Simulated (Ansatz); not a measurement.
An Ansatz (a first-principles code) input (Ansatz PBEsol, no spin-orbit coupling):

Ansatz 0.2 input:
```yaml
crystal:
  lattice:
    - [0, 3.3400240716, 3.3400240716]
    - [3.3400240716, 0, 3.3400240716]
    - [3.3400240716, 3.3400240716, 0]
  atoms:
    - { symbol: K, position: [0, 0, 0] }
    - { symbol: Br, position: [0.5, 0.5, 0.5] }
basis: { ecutwfc: 420, ecutrho_ratio: 4, xc_grid: 2, fft_grid_basis: typed }
kpoints: { mp_grid: { grid: [9, 9, 9] } }
hamiltonian:
  xc: pbesol
  dispersion: none
  pseudopotentials: { kind: paw }
scf: { occupations: { method: fermi_dirac, width: 0.05 }, convergence: { dr2_threshold: 0.0000000002 } }
relax: { f_tol: 0.005, max_steps: 50 }
output: { forces: true, stress: true }
checkpoint: { write: state.ck, write_every: 1000 }
```

Question: Which symmetry and how many k-points will the program report, and about how many plane waves at Γ?

Answer: Space group Fm-3m (ITA 225) with 48 operations, k-points 35 of 729, and 1459 plane waves at Γ.

Question: And the final pressure?

Answer: -0.78 GPa (compression positive).

The cells carry an imposed strain or load. Whether these cells are dynamically stable was not tested. The cell was made from KBr in the rock salt structure (space group Fm-3m, No. 225) by this change: isotropic strain +2.00 %.
